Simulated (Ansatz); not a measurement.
Take InAs in the zinc blende structure (space group F-43m, No. 216; a = 6.186 Å) as the base.

The change: a hydrostatic pressure of 60 GPa.

Levels (all Ansatz, an electronic-structure program, PAW): PBE (420 eV, scalar-relativistic without spin-orbit coupling); PBE+SOC (420 eV, noncollinear with spin-orbit coupling).

The geometry is relaxed with PBE.

| Quantity | Result |
|---|---|
| PBE band gap | 0.69 eV |
| PBE valence-band top at Γ | 0.00, 0.00, 0.00 eV |
| PBE pressure | 600.0 kbar |

Predict the band gap, valence-band top at Γ and pressure from PBE+SOC.

The band gap shrinks by 0.125 eV, from 0.69 eV to 0.57 eV; the valence-band top at Γ (three highest Kramers pairs, from the VBM) changes from 0.00, 0.00, 0.00 eV to 0.00, 0.00, -0.40 eV; the pressure drops by 1.5 kbar, from 600.0 kbar to 598.5 kbar. The threefold valence maximum splits by Δso ≈ 0.40 eV.

Single points use the geometry relaxed with PBE. The spin-orbit shifts are approximate. Load acts through the strain it causes; cell and atoms are relaxed under it. Whether these cells are dynamically stable was not tested. The runs without spin-orbit coupling are not spin-polarised. Measured, InAs leaves this structure (for rock salt) near 7 GPa (temperature not stated; as listed in Datta, Sujoy, Jana, Debnarayan, arXiv (2020)). A zero or small gap of InAs can be the functional's error rather than a property of the material.
